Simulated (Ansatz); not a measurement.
CaO under load (space group Fm-3m), r2SCAN, rigid bands (Ansatz, a quantum-chemistry and plane-wave program). Condition of this run: hydrostatic pressure of -2.2 GPa (compression positive) (the target of the relaxation). Band gap 4.20 eV, N_c = 4.03e19 cm⁻³ and N_v = 1.68e20 cm⁻³ at 300 K, conductivity masses of 0.573 mₑ (electrons) and 1.43 mₑ (holes). Take k_BT = 0.02585 eV.

Find the intrinsic carrier density and the intrinsic Fermi level.

n_i = √(N_c N_v) exp(−E_g/2k_BT) = 8.23e19 × exp(−81.23) = 4.3e-16 cm⁻³. The level lies (k_BT/2) ln(N_v/N_c) = 18 meV from mid-gap (positive towards the conduction band). Each 0.1 eV added to the gap lowers n_i by a factor of 6.9.

A film of it is 2 nm thick. Estimate the confinement energies in an infinite well.

ħ²π²/(2m t²) = 0.376 eV·nm²/(m/mₑ × t²) gives 164 meV for electrons and 65.7 meV for holes, so the gap would widen to about 4.43 eV. Finite barriers and nonparabolic bands lower this, and with several valleys or bands the heaviest mass along the normal sets the lowest level, not this average.

What thermal injection velocity √(2k_BT/πm) limits a ballistic channel?

7.11e6 cm/s for electrons and 4.50e6 cm/s for holes, a ratio of √(m_h/m_e) = 1.58, for dilute carriers.

Rigid bands with the computed gap; masses take one relaxation time for all states. Spin-orbit coupling is left out; where it splits the top of the valence band, N_v and the p-type Seebeck coefficient come out somewhat high without it. Geometry: cell and atoms relaxed with PBEsol.
